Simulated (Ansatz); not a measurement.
**NbAs: response to strain**

Take NbAs (space group I4_1md, No. 109; relaxed with 0.1 eV smearing) as the base.

```
CELL_PARAMETERS angstrom
     -1.73693     1.73693     5.87465
      1.73693    -1.73693     5.87465
      1.73693     1.73693    -5.87465
ATOMIC_POSITIONS crystal
  Nb 0.99889 0.99889 0.00000
  Nb 0.74889 0.24889 0.50000
  As 0.41711 0.41711 0.00000
  As 0.16711 0.66711 0.50000
```

Strains are applied to the cell and any free atomic positions relax.

Level of theory: PBE/PAW in Ansatz (a quantum-chemistry and plane-wave program), spin-orbit coupling left out.

Notes on the quantities. pressure: mean of the normal stresses, compression positive.

```json
[
 {"isotropic strain (%)": "-2.35", "pressure (GPa)": "13.6"},
 {"isotropic strain (%)": "0", "pressure (GPa)": "0.0"},
 {"isotropic strain (%)": "0.15", "pressure (GPa)": "?"},
 {"isotropic strain (%)": "0.95", "pressure (GPa)": "-4.3"},
 {"isotropic strain (%)": "1.79", "pressure (GPa)": "-7.7"}
]
```

Question: Fit P = P₀ − Bδ + Cδ² with δ = (1 + ε)³ − 1 to the rows shown and predict the withheld row.

Answer: Least squares on the printed values gives P₀ = 0.0 GPa, B = 166 GPa (at held cell shape), C = 451 GPa (largest residual 0.1 GPa); this predicts -0.7 GPa, and the run gives -0.7 GPa, in agreement.

Stability against distortions was not tested. The final runs are not spin-polarised.
